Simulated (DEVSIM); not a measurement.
## Schottky contact on n-type Si

System: Schottky contact on n-type Si, at 300 K.

```tsv
layer (left to right)	material	thickness (μm)	Nd (cm⁻³)	τn (s)	τp (s)
1	Si	17.0	3.4e16	0.0004	0.0004
```

Left contact: Schottky, work function 4.89 eV, emission velocity 7.8e6 cm/s. Right contact: ohmic. Voltage is applied to the left contact. Recombination: SRH at mid-gap. Gap narrowing is on: ΔEg = 6.92 meV × (l + √(l² + 0.5)), l = ln(N/1.3e17 cm⁻³), shared equally by both band edges. Mobility is μmin + (μ − μmin)/(1 + (N/Nref)^α).

This is a model device: material constants are rounded textbook-type values typed into the input, and sizes, dopings and lifetimes were drawn at random. Values at 300 K.

| parameter | Si |
|---|---|
| gap (eV) | 1.124 |
| affinity (eV) | 4.05 |
| permittivity | 11.7 |
| Nc (cm⁻³) | 2.86e19 |
| Nv (cm⁻³) | 3.1e19 |
| μn (cm²/Vs) | 1417 |
| μp (cm²/Vs) | 470 |
| μn,min | 52 |
| μp,min | 45 |
| Nref,n | 9.7e16 |
| Nref,p | 2.2e17 |
| αn | 0.68 |
| αp | 0.72 |

DEVSIM, 1D drift-diffusion, Boltzmann statistics, complete ionisation; no tunnelling, impact ionisation, image-force lowering or self-heating. Metal contacts follow the ideal Schottky-Mott rule: no Fermi-level pinning, no interface dipoles.

The potential step across the device at zero bias is 0.665 V and the largest field in the device at zero bias comes out as 82000 V/cm. The dark forward voltage at 1 A/cm² comes out as 0.394 V and the dark forward voltage at 100 A/cm² is 0.548 V.

Small-signal capacitance in reverse bias (quasi-static):

```tsv
V (V)	C (nF/cm²)
-0.4	52.1
-1	41.5
-2	32.7
-3	27.8
-4	24.7
```

Dark forward current:

(V (V), J (A/cm²)): (0.05, 1.5e-6); (0.10, 1.2e-5); (0.20, 0.00058); (0.25, 0.0040); (0.30, 0.027); (0.35, 0.19); (0.45, 7.8); (0.50, 37); (0.55, 110); (0.60, 210); (0.70, 450); (0.75, 580); (0.80, 720); (0.85, 860); (0.95, 1100); (1.00, 1300); (1.05, 1400); (1.10, 1600); (1.20, 1900); (1.25, 2000)
